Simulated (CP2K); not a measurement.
## How far to go with the k-point mesh: Ca (Fm-3m, 1 atom in the cell)

```yaml
crystal:
  lattice:
    - [3.95749, 0.00000, 0.00000]
    - [1.97875, 3.42729, 0.00000]
    - [1.97875, 1.14243, 3.23128]
  atoms:
    - { symbol: Ca, position: [0.00000, 0.00000, 0.00000] }
```

Method of the run: CP2K with PBEsol, GPW, TZVP-MOLOPT-SR-GTH basis, GTH-PBE potentials (GTH_POTENTIALS).

Base settings: CUTOFF = 500 Ry; REL_CUTOFF = 60 Ry; SMEAR/METHOD = GAUSSIAN; SIGMA = 0.1 eV; KPOINTS/SCHEME = MONKHORST-PACK 5 5 5; XC_FUNCTIONAL = PBE:PBESOL; Ca/BASIS_SET = TZVP-MOLOPT-SR-GTH-q10; Ca/POTENTIAL = GTH-PBE-q10; METHOD = GPW; EPS_DEFAULT = 1e-11.

The second cell is the first with its lattice scaled by 0.98.

Only quantities that move along the ladder and can be compared are tabulated.

The starting cell has typed, rounded lattice constants, without a prior relaxation at this level. Its lattice was rescaled by up to half a per cent. Values carry the incompleteness of an atom-centred basis. The potentials were made for another functional than the one used.

| KPOINTS/SCHEME | free energy less the last step's (meV/atom) | energy of the compressed cell less the first (meV/atom) | pressure (GPa) |
|---|---|---|---|
| MACDONALD 2 2 2 0.25 0.25 0.25 | 458.07 | -57.92 | -3.04 |
| MONKHORST-PACK 3 3 3 | 31.01 | -8.11 | -1.02 |
| MACDONALD 4 4 4 0.125 0.125 0.125 | -63.07 | -8.99 | -1.08 |
| MONKHORST-PACK 5 5 5 | 6.98 | -13.49 | -1.25 |
| MACDONALD 6 6 6 0.08333333333 0.08333333333 0.08333333333 | 24.69 | -12.37 | -1.20 |
| MONKHORST-PACK 7 7 7 | -4.35 | -10.24 | -1.11 |
| MONKHORST-PACK 9 9 9 | 1.43 | -10.33 | -1.11 |
| MACDONALD 10 10 10 0.05 0.05 0.05 | -1.77 | -11.10 | -1.16 |
| MONKHORST-PACK 11 11 11 | -0.85 | -10.96 | -1.14 |
| MACDONALD 12 12 12 0.04166666667 0.04166666667 0.04166666667 | 1.03 | -10.70 | -1.13 |
| MONKHORST-PACK 13 13 13 | 0.26 | -10.93 | -1.14 |
| MONKHORST-PACK 15 15 15 | -0.29 | -10.76 | -1.13 |
| MACDONALD 16 16 16 0.03125 0.03125 0.03125 | 0.00 | -10.95 | -1.14 |

Coarsest KPOINTS/SCHEME that holds the energy of the compressed cell less the first within 1 meV/atom of the last step, with all finer ones: MONKHORST-PACK 7 7 7; the step before is off by 1.4 meV/atom.

Coarsest KPOINTS/SCHEME that holds the pressure within 0.05 GPa of the last step, with all finer ones: MONKHORST-PACK 7 7 7; the step before is off by 0.06 GPa.

Coarsest KPOINTS/SCHEME that holds the free energy within 2 meV/atom of the last step, with all finer ones: MONKHORST-PACK 9 9 9; the step before is off by 4.4 meV/atom.

The energy difference between the two cells stays within 1 meV/atom of the last step's from MONKHORST-PACK 7 7 7 on, the total only from MONKHORST-PACK 13 13 13 on: much of the error is common to both cells and cancels.
